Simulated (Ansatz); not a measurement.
free sheet of monolayer 1T PbI2: Pb9I18, 3 atomic planes, area 170 Å², cell height 16.7 Å with vacuum; both faces free, started from the relaxed sheet, in-plane cell fixed at 1.000 times the relaxed lattice. Level of theory: PBE, large-core I (plane waves, PAW; Ansatz, a program for electronic structure). Mean temperature 333 K, 12.0 ps sampled after 8.3 ps of Langevin dynamics; k-points: Γ only; no spin polarisation or spin-orbit coupling.

```tsv
plane (from the bottom)	atoms	start height (Å)	mean height (Å)	spread of site heights (Å)	rms motion, normal (Å)	rms motion, in plane (Å)	in-plane shift from the start (Å)	coordination
1	I9	-1.86	-1.88	0.02	0.18	0.19	0.02	3.0
2	Pb9	0.00	0.00	0.02	0.22	0.15	0.01	6.0
3	I9	1.86	1.88	0.02	0.18	0.19	0.02	3.0
```

| Item | Value |
|---|---|
| outer plane spacing | 1.88 Å against 1.86 Å at the start (+1 %) |
| normal motion of the outer planes over that of the middle | 0.8 |
| in-plane diffusion | none seen within 12.0 ps |
| coordination in the top plane | 3-fold 100 % |
| mean vibrational (phonon) frequency | 1.8 THz |

A denser in-plane k-mesh moves the forces of one frame by 0.01 eV/Å rms. Bonds are counted up to I-Pb 4.09 Å; heights count from the centre of mass.
